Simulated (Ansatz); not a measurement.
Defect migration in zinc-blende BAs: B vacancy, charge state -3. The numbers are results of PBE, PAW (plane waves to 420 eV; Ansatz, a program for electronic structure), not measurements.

Settings: 64 host sites, the relaxed PBE lattice, one k-point at (0.250, 0.250, 0.250), smearing 0.01 eV, spin-restricted, no image-charge correction. Energies are static. The charge state is imposed; whether it is stable for some Fermi level was not computed. Forms of the defect that were not tried may lie lower.

Barriers: single points on a 2×2×2 k-point mesh shifted by half a step at the bands' geometries (they differ from the bands' own by up to 0.08 eV, and are uncertain by about as much).

The step: a nearby B atom hops onto the vacant site. Atoms about the jump, Cartesian Å from the middle of the jump, before and after:

```csv
atom,x0,y0,z0,x1,y1,z1
B1,0.00,-1.20,1.20,0.00,1.20,-1.20
As2,1.10,0.03,-0.07,1.10,-0.07,0.03
As3,-1.24,-2.39,0.00,-1.14,-2.31,0.09
As4,-1.14,0.09,-2.31,-1.24,0.00,-2.39
As5,-1.23,0.00,2.39,-1.20,-0.07,2.34
As6,-1.21,2.34,-0.07,-1.24,2.39,0.00
B7,-2.42,-1.18,-1.23,-2.42,-1.24,-1.18
B8,-2.44,1.24,1.20,-2.44,1.20,1.24
As9,-3.63,0.00,0.00,-3.63,0.00,0.00
B10,2.35,1.15,1.18,2.35,1.18,1.15
B11,2.37,-1.20,-1.17,2.37,-1.17,-1.20
As12,1.10,2.34,-2.37,1.15,2.40,-2.41
As13,1.15,-2.41,2.40,1.10,-2.37,2.34
As14,1.16,-2.39,-2.40,1.17,-2.41,-2.39
B15,-0.04,-3.60,-1.20,-0.06,-3.59,-1.18
B16,-0.07,-1.18,-3.59,-0.04,-1.21,-3.60
As17,1.15,2.39,2.37,1.15,2.37,2.39
B18,-0.04,1.20,3.61,-0.09,1.18,3.59
B19,-0.08,3.59,1.18,-0.04,3.61,1.20
```

Where do these atoms stand at the saddle point, and how high is it?


```json
[
 {"atom": "B1", "x": "-0.46", "y": "-0.01", "z": "-0.01"},
 {"atom": "As2", "x": "1.46", "y": "-0.03", "z": "0.01"},
 {"atom": "As3", "x": "-1.20", "y": "-2.28", "z": "-0.05"},
 {"atom": "As4", "x": "-1.20", "y": "-0.04", "z": "-2.28"},
 {"atom": "As5", "x": "-1.25", "y": "0.09", "z": "2.27"},
 {"atom": "As6", "x": "-1.25", "y": "2.28", "z": "0.08"},
 {"atom": "B7", "x": "-2.53", "y": "-1.26", "z": "-1.27"},
 {"atom": "B8", "x": "-2.58", "y": "1.29", "z": "1.28"},
 {"atom": "As9", "x": "-3.67", "y": "0.00", "z": "0.00"},
 {"atom": "B10", "x": "2.45", "y": "1.23", "z": "1.23"},
 {"atom": "B11", "x": "2.48", "y": "-1.24", "z": "-1.25"},
 {"atom": "As12", "x": "1.05", "y": "2.31", "z": "-2.33"},
 {"atom": "As13", "x": "1.05", "y": "-2.33", "z": "2.31"},
 {"atom": "As14", "x": "1.20", "y": "-2.40", "z": "-2.41"},
 {"atom": "B15", "x": "-0.04", "y": "-3.58", "z": "-1.21"},
 {"atom": "B16", "x": "-0.04", "y": "-1.20", "z": "-3.58"},
 {"atom": "As17", "x": "1.18", "y": "2.41", "z": "2.40"},
 {"atom": "B18", "x": "-0.05", "y": "1.21", "z": "3.58"},
 {"atom": "B19", "x": "-0.05", "y": "3.59", "z": "1.20"}
]
```
It lies 3.09 eV above the start and 3.09 eV above the end. The saddle point's order was not checked.
